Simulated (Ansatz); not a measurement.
Consider a 16-atom cell of (V,Cr)2AlC started in the 211 MAX phase structure, site fractions V 0.875, Cr 0.125, short-range order +0.11 in the first shell of the mixed sites (0 is random, a negative value favours unlike neighbours), space group Pm at the end. Its start:

```yaml
crystal:
  lattice:
    - [2.91812, 0.00000, 0.00000]
    - [0.00000, 5.05377, -0.00041]
    - [0.00000, -0.00108, 12.95147]
  atoms:
    - { symbol: V, position: [0.00000, 0.33310, 0.08749] }
    - { symbol: V, position: [0.50000, 0.83358, 0.08727] }
    - { symbol: V, position: [0.50000, 0.16657, 0.91527] }
    - { symbol: V, position: [0.00000, 0.66624, 0.91538] }
    - { symbol: V, position: [0.50000, 0.16598, 0.58301] }
    - { symbol: V, position: [0.00000, 0.66650, 0.58294] }
    - { symbol: Cr, position: [0.00000, 0.33404, 0.41759] }
    - { symbol: V, position: [0.50000, 0.83118, 0.41349] }
    - { symbol: Al, position: [0.00000, 0.33388, 0.74885] }
    - { symbol: Al, position: [0.50000, 0.83342, 0.74833] }
    - { symbol: Al, position: [0.50000, 0.17032, 0.25269] }
    - { symbol: Al, position: [0.00000, 0.66681, 0.25072] }
    - { symbol: C, position: [0.00000, 0.99987, 0.00129] }
    - { symbol: C, position: [0.50000, 0.49987, 0.00143] }
    - { symbol: C, position: [0.00000, 0.00248, 0.49657] }
    - { symbol: C, position: [0.50000, 0.49616, 0.49768] }
```

The mixing enthalpy is taken against the end members in the 211 MAX phase type (which need not be the stable form of AlV2C and AlCr2C), relaxed in the same cell and mesh.

All values below come from PBE (plane waves to 420 eV, PAW; Ansatz, a first-principles code). Scalar-relativistic, without spin–orbit coupling; the runs are not spin-polarised. Its k-point mesh 10×6×3, Fermi–Dirac width 0.05 eV.

| end member | weight | volume per atom (Å³) |
|---|---|---|
| AlV2C | 0.875 | 12.00 |
| AlCr2C | 0.125 | 11.09 |

### Question
Predict the alloy's volume, bond lengths and mixing enthalpy.

### Answer
- volume per atom = 11.89 Å³
- Al–V bonds = 2.733 Å on average, from 2.699 to 2.753 (21)
- C–V bonds = 2.013 Å on average, from 2.001 to 2.020 (21)
- C–Cr bonds = 1.979 Å on average, from 1.977 to 1.982 (3)
- Al–Cr bonds = 2.709 Å on average, from 2.704 to 2.718 (3)
- mixing enthalpy per site of the mixed sublattice = 2 meV
- departure of the mean lattice parameter from Vegard's line = under 0.15 %, inside the noise of the relaxations
